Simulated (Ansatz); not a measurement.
## PBE against r2SCAN: TiO2, biaxial strain +0.63 %, plane normal [001], relaxed out of plane

Take TiO$_{2}$ in the rutile structure (space group P4_2/mnm, No. 136; a = 4.643 Å, c = 2.964 Å) as the base. Axes: x, y, z lie along a, b, c of the conventional cell.

(Cell as relaxed with PBE.)

Levels (all Ansatz, an electronic-structure program, PAW): PBE (420 eV, spin-orbit coupling left out); r2SCAN (500 eV, no spin-orbit coupling).

Each level relaxes its own structure.

```csv
base,PBE,r2SCAN
volume per atom,10.65 Å³,10.40 Å³
lattice parameter a,4.643 Å,4.597 Å
band gap,1.86 eV,2.22 eV
```

It is then changed as follows: biaxial strain +0.63 %, plane normal [001], relaxed out of plane (Cartesian); in-plane vectors clamped, the third vector and the atoms free.

```csv
quantity,PBE,r2SCAN
out-of-plane strain,-0.38 %,-0.39 %
electron mass,"0.57 mₑ out of plane, 1.2 mₑ in plane (at Γ)","0.58 mₑ out of plane, 1.2 mₑ in plane (at Γ)"
"pressure (mean of the normal stresses, compression positive)",-1.36 GPa,-1.57 GPa
band gap,1.88 eV,2.23 eV
```

PBE's pressure lies 0.21 GPa above r2SCAN's; PBE's band gap lies 0.35 eV below r2SCAN's. Neither level is exact; r2SCAN is the comparison here, not a measurement.

Effective masses come from finite differences of ±0.01 Å⁻¹. Whether these cells are dynamically stable was not tested. The final runs are not spin-polarised.
